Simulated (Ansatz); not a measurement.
Pair distribution function (total) of Si (diamond structure), cell Si64, begun in the crystal structure [in the run: it stayed crystalline; mean temperature 571 K (target 570 K); density 2.25 g/cm³, volume +4 % from the start crystal's; Γ point only, which a denser mesh shifts by -0.7 GPa in pressure and 0.03 eV/Å in forces], from MD at 571 K. The numbers are results of PBE (plane waves, PAW; Ansatz, a program for electronic structure), not measurements. Volume per atom 20.75 Å³, mean pressure 0.1 GPa. 

```
r (Å) | g(r)
     1.50 |  0.00
     1.54 |  0.00
     1.58 |  0.00
     1.62 |  0.00
     1.66 |  0.00
     1.70 |  0.00
     1.74 |  0.00
     1.78 |  0.00
     1.82 |  0.00
     1.86 |  0.00
     1.90 |  0.00
     1.94 |  0.00
     1.98 |  0.00
     2.02 |  0.00
     2.06 |  0.00
     2.10 |  0.00
     2.14 |  0.01
     2.18 | # 0.10
     2.22 | ### 0.53
     2.26 | ######## 1.66
     2.30 | ################## 3.68
     2.34 | ########################### 5.59
     2.38 | ############################## 6.11
     2.42 | ######################### 5.07
     2.46 | ################# 3.38
     2.50 | ######### 1.79
     2.54 | #### 0.73
     2.58 | # 0.29
     2.62 |  0.10
     2.66 |  0.02
     2.70 |  0.01
     2.74 |  0.00
     2.78 |  0.00
     2.82 |  0.00
     2.86 |  0.00
     2.90 |  0.00
     2.94 |  0.00
     2.98 |  0.00
     3.02 |  0.00
     3.06 |  0.00
     3.10 |  0.00
     3.14 |  0.00
     3.18 |  0.00
     3.22 |  0.00
     3.26 |  0.00
     3.30 |  0.00
     3.34 |  0.00
     3.38 |  0.00
     3.42 |  0.01
     3.46 |  0.02
     3.50 |  0.05
     3.54 | # 0.13
     3.58 | # 0.27
     3.62 | ## 0.49
     3.66 | #### 0.87
     3.70 | ####### 1.49
     3.74 | ########### 2.17
     3.78 | ############## 2.93
     3.82 | ################## 3.60
     3.86 | #################### 4.05
     3.90 | #################### 3.99
     3.94 | ################## 3.70
     3.98 | ############### 3.03
     4.02 | ############ 2.36
     4.06 | ######## 1.59
     4.10 | ##### 1.03
     4.14 | ### 0.62
     4.18 | ## 0.42
     4.22 | ## 0.34
     4.26 | ## 0.45
     4.30 | ### 0.64
     4.34 | ##### 0.94
     4.38 | ###### 1.28
     4.42 | ######## 1.72
     4.46 | ########## 2.09
     4.50 | ############ 2.40
     4.54 | ############ 2.52
     4.58 | ############ 2.52
     4.62 | ########### 2.29
     4.66 | ########## 2.00
     4.70 | ######## 1.56
     4.74 | ###### 1.16
     4.78 | #### 0.81
     4.82 | ### 0.51
     4.86 | ## 0.32
     4.90 | # 0.16
     4.94 |  0.08
     4.98 |  0.04
     5.02 |  0.02
     5.06 |  0.02
```

### Question
From the above, determine where the first shell ends and the number of neighbours in it.

### Answer
g is nil from 2.7 to 3.4 Å, so any cut there serves; 4.0 neighbours in the shell, from n = 4πρ∫r²g(r)dr.
